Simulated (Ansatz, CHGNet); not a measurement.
**Equilibrium volume per atom of ZrSi2 (Cmcm, No. 63) at several levels of theory**

No measured value is used here.

| level (code) | value (Å³/atom) |
|---|---|
| CHGNet-r²SCAN | 16.79 |
| LDA (Ansatz) | 16.02 |
| PBE (Ansatz) | 16.80 |
| PBEsol-D3(BJ) (Ansatz) | (withheld) |
| rVV10 (Ansatz) | (withheld) |
| r²SCAN-D4 (Ansatz) | 16.60 |
| HSE06 (Ansatz) | 16.54 |

### Question
What belongs in the gaps?

### Answer

- PBEsol-D3(BJ) (Ansatz, a program for electronic structure), value (Å³/atom): 15.73
- rVV10 (Ansatz), value (Å³/atom): 17.07

CHGNet-r²SCAN, LDA, PBE, PBEsol-D3(BJ), rVV10, r²SCAN-D4, HSE06: the relaxation could not lower the start's symmetry, so the cell can be a saddle point above a distorted one. HSE06: exact exchange on metals is sensitive to the k mesh and can open a false gap. HSE06: the run warned that the count of filled bands differs between k points. Cutoffs and k meshes differ between the levels. Ansatz's density-functional and Hartree–Fock values are scalar-relativistic unless marked +SOC, with PAW data made under PBE.

Machine-learned potentials (CHGNet-r²SCAN) are trained on DFT data: a solid inside that data is no test of them.
